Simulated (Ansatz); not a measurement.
The starting structures come from a database of crystals and need not be the phases stable at ambient conditions.

 Where the default PAW files enter, the runs use the earlier of Ansatz's two default sets.

Data:

```xyz
28
Lattice="3.8077 0.0000 0.0000 -1.9039 3.2976 0.0000 0.0000 0.0000 43.5985" Properties=species:S:1:pos:R:3 pbc="T T T"
Zn     0.0000     0.0000     6.2390
Zn     0.0000     2.1984    28.0295
Zn     0.0000     2.1984     9.3432
Zn     1.9039     1.0992     3.1173
Zn     0.0000     0.0000    37.3683
Zn     0.0000     0.0000    24.9209
Zn     0.0000     2.1984    34.2554
Zn     0.0000     2.1984    15.5734
Zn     0.0000     2.1984     0.0000
Zn     0.0000     0.0000    18.6820
Zn     1.9039     1.0992    40.4812
Zn     1.9039     1.0992    12.4561
Zn     1.9039     1.0992    21.7949
Zn     1.9039     1.0992    31.1424
S      0.0000     0.0000     8.5671
S      1.9039     1.0992    14.7930
S      0.0000     0.0000    39.7008
S      0.0000     2.1984    36.5923
S      0.0000     2.1984    17.9016
S      1.9039     1.0992    24.1362
S      0.0000     2.1984    11.6757
S      1.9039     1.0992    33.4793
S      1.9039     1.0992    42.8138
S      0.0000     2.1984    30.3577
S      0.0000     2.1984     2.3369
S      0.0000     0.0000    21.0101
S      0.0000     0.0000    27.2534
S      1.9039     1.0992     5.4542
```

Space group of this cell: P3m1. The cell is taken as given.

Calculation: r2SCAN (plane waves, PAW; Ansatz, a program for electronic structure).

The current runs along the normal of the first two printed vectors; no spin-orbit coupling. Scaled by the factor s: both lengths across the current (ions clamped). Meshes 12×12×1 and 12×12 across the current in all rows.

| s | mean pressure (GPa) | band gap (eV) |
|---|---|---|
| 0.98 | 3.6 | ? |
| 1.00 | 0.1 | 2.72 |
| 1.02 | -2.7 | 2.53 |

Task: Take the slope of the band gap against ln s from the two given rows, extrapolate to s = 0.98, and say what the run there gives.

Result: Slope = (2.53 − 2.72) / ln 1.02 = -9.59 eV. The line gives 2.72 + (-9.59) × ln 0.98 = 2.91 eV. The run gives 2.87 eV, 0.04 eV under the line, 23 % of the predicted step.
